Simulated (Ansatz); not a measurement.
Take NbAs (space group I4_1md, No. 109) as the base.

```xyz
4
Lattice="-1.7368 1.7368 5.8744 1.7368 -1.7368 5.8744 1.7368 1.7368 -5.8744" Properties=species:S:1:pos:R:3 pbc="T T T"
Nb     0.0000     0.0000    11.7357
Nb     0.0000     1.7368     2.9241
As     0.0000     0.0000     4.9005
As     1.7368     0.0000     1.9633
```

All numbers come from PBE (Ansatz, a first-principles code), no spin-orbit coupling.

Base values:

```
Property               Value
-------------------  -------
c/a ratio              3.382
Lattice parameter a  3.474 Å
```

One thing is altered: cell and atoms relaxed at a pressure of 60 GPa.

**Question.** Predict the new c/a ratio and lattice parameter a.

**Answer.** The c/a ratio drops by 0.174, from 3.382 to 3.208; the lattice parameter a decreases by 0.1993 Å, from 3.474 Å to 3.274 Å.

Load acts through the strain it causes; cell and atoms are relaxed under it. Whether these cells are dynamically stable was not tested. Competing high-pressure phases were not computed. The final runs are not spin-polarised.
